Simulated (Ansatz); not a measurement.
**Ti: energy against strain**

Ti (hcp, P6_3/mmc, 16.745 Å³/atom at rest, c along z) under an equal strain ε in the (0001) plane with the normal axis free, as in a coherent film. PBEsol in Ansatz, a plane-wave DFT program (PAW, default set), 420 eV, 23×23×13 Γ-centred mesh, Fermi-Dirac smearing 0.10 eV; ions are relaxed within the symmetry of each cell.

Here s stands for strain and y for E less E0.

| strain (%) | E less E0 (meV/atom) |
|---|---|
| -1.50 | 4.78 |
| -1.00 | 2.08 |
| -0.50 | 0.49 |
| 0.00 | 0.00 |
| 0.50 | 0.58 |
| 1.00 | 2.22 |
| 1.50 | 4.87 |
| 3.00 | ? |

Problem. Using a parabola, estimate the missing y at s = 3.00 from the other rows, showing the fit.

Solution. Least squares gives y = 0.001 + 0.0457·s + 2.1448·s². Residuals (row less fit): 0.022, -0.020, -0.024, -0.001, 0.020, 0.029, -0.025; standard error 0.029 (degrees of freedom: 4). Twice the quadratic coefficient over the volume, 2 × 2.1448 meV × 10⁴ × 0.1602 / 16.745 Å³, is twice the biaxial elastic modulus of this plane = 410 ± 2 GPa. At the withheld row, y = 0.001 + 0.0457 × 3.0 + 2.1448 × 3.0² = 19.441 meV/atom. The calculation gives 18.61 meV/atom, 0.831 meV/atom below the prediction (4.5 % of the range of y in the table). The row lies outside the fitted rows, so this is an extrapolation. From the scatter of the fitted rows alone, a prediction at this place has a standard error of 0.110 meV/atom, so the miss is 7.6 times that.

One order more, fitted to all 13 runs of the series, follows each within 0.03, so the miss is the next term of a smooth law. In a metal these values are sensitive to mesh and smearing; energies are taken to zero smearing, stresses follow the free energy. Rows are the converged runs of the series near zero and its far end; series whose fitted rows scatter by over a few per cent of the range, as at a crossing or softening among them, aren't shown in this form. Most that stay on the fit to the last digits aren't either.
